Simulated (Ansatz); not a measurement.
# Pressure series in LiF

Start from LiF in the rock salt structure (space group Fm-3m, No. 225; a = 4.0079 Å).

Cell and atoms are relaxed at each pressure.

All numbers come from Ansatz (a program for electronic structure), PBEsol, PAW, cutoff 420 eV, no SOC.

```json
[
 {"case": "base", "electron mass": "0.88 mₑ (at Γ)", "shortest interatomic distance": "2.004 Å", "band gap": "9.05 eV", "density": "2.68 g/cm³"},
 {"case": "pressure −2 GPa", "electron mass": "0.87 mₑ (at Γ)", "shortest interatomic distance": "2.024 Å", "band gap": "8.79 eV", "density": "2.60 g/cm³"},
 {"case": "pressure −1 GPa", "electron mass": "0.88 mₑ (at Γ)", "shortest interatomic distance": "2.013 Å", "band gap": "8.93 eV", "density": "2.64 g/cm³"},
 {"case": "pressure 0.3 GPa", "electron mass": "0.89 mₑ (at Γ)", "shortest interatomic distance": "2.001 Å", "band gap": "9.09 eV", "density": "[?]"},
 {"case": "pressure 0.7 GPa", "electron mass": "0.89 mₑ (at Γ)", "shortest interatomic distance": "[?]", "band gap": "9.13 eV", "density": "2.70 g/cm³"},
 {"case": "pressure 1.5 GPa", "electron mass": "[?]", "shortest interatomic distance": "1.991 Å", "band gap": "9.23 eV", "density": "2.73 g/cm³"},
 {"case": "pressure 3 GPa", "electron mass": "0.91 mₑ (at Γ)", "shortest interatomic distance": "1.978 Å", "band gap": "9.40 eV", "density": "2.78 g/cm³"},
 {"case": "pressure 7.5 GPa", "electron mass": "0.95 mₑ (at Γ)", "shortest interatomic distance": "1.947 Å", "band gap": "9.87 eV", "density": "2.92 g/cm³"},
 {"case": "pressure 10 GPa", "electron mass": "0.97 mₑ (at Γ)", "shortest interatomic distance": "1.932 Å", "band gap": "[?]", "density": "2.99 g/cm³"}
]
```

**Question.** Some entries are withheld; estimate them.

**Answer.** 
- pressure 0.3 GPa, density: 2.69 g/cm³
- pressure 0.7 GPa, shortest interatomic distance: 1.998 Å
- pressure 1.5 GPa, electron mass: 0.90 mₑ (at Γ)
- pressure 10 GPa, band gap: 10.11 eV

Load acts through the strain it causes; cell and atoms are relaxed under it. Effective masses come from finite differences of ±0.01 Å⁻¹. Whether these cells are dynamically stable was not tested. No other phases were tried under pressure.
